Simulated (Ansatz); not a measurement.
Levels about the gap of amorphous Hf₁₈O₃₇Li₂ (57 atoms in a cell of 722 Å³, 8.78 g/cm³; zone centre alone, so wide bands show as single levels with stretches between that a denser mesh fills), at the geometry that PBE relaxed, where it gives -2.6 GPa on a denser mesh. Exact exchange is cut at the faces of this small cell, which leaves a finite-size error. The participation number counts the atoms over which a state spreads; weights are charges in smoothed Voronoi cells. The levels come from a single point, so bond lengths are those of that geometry. Method of the levels: HSE06, scalar-relativistic without spin-orbit coupling (Ansatz, a program for electronic structure). Sampling: the zone centre alone; Fermi-Dirac width 0.02 eV; no spin polarisation. At PBE the levels at the filled edge of the gap are localised (band-tail or defect states).

It comes from a melt-quench run on a machine-learned potential (CHGNet), relaxed afterwards by DFT. O atoms were pushed apart under 1.9 Å during the dynamics, to hinder bonds among them. The hot cell started wider than the set density and was brought back towards it in steps. It is the lowest in DFT energy of 2 quenches. It is a model cell: composition and starting density were chosen by hand, and all elements were melted together. No dispersion term was used. Its density started from a set value of 8.78 and ended at 8.78 g/cm³. The simulated quench (nominally 380 K/ps over its main leg) is rapid and tends to freeze in more defects than a deposited or slowly cooled glass has. One small periodic cell is one sample of the glass; other quenches scatter about these values. The volume was held where the preparation left it and the shape relaxed, at a PBE pressure of -2.6 GPa (tension). Stress components on the final sampling reach 2.7 GPa.

```tsv
E - E(highest filled), eV	filling	participation number	largest on	weight O	weight Hf	weight Li
-0.38	filled	18.9	O, 3 neighbours	0.94	0.05	0.00
-0.32	filled	12.7	O, 3 neighbours	0.95	0.05	0.00
-0.28	filled	14.2	O, 3 neighbours	0.95	0.04	0.01
-0.20	filled	15.1	O, 4 neighbours	0.95	0.05	0.00
-0.09	filled	13.6	O, 3 neighbours	0.96	0.04	0.00
-0.02	filled	15.1	O, 4 neighbours	0.96	0.04	0.00
0.00	filled	7.8	O, 3 neighbours	0.95	0.05	0.00
5.35	empty	19.3	Hf, 7 neighbours	0.45	0.50	0.04
5.70	empty	24.9	Hf, 7 neighbours	0.42	0.58	0.00
5.87	empty	32.4	Hf, 6 neighbours	0.42	0.53	0.04
5.89	empty	28.0	Hf, 7 neighbours	0.38	0.62	0.00
6.04	empty	26.8	Hf, 7 neighbours	0.38	0.60	0.02
6.10	empty	16.7	Hf, 6 neighbours	0.40	0.59	0.00
6.14	empty	28.8	Hf, 6 neighbours	0.40	0.60	0.01
```

Most localised among these is the filled level at +0.00 eV, on a O atom, which has 3 neighbours (Hf 2.01 Å, Hf 2.04 Å, Hf 2.21 Å).
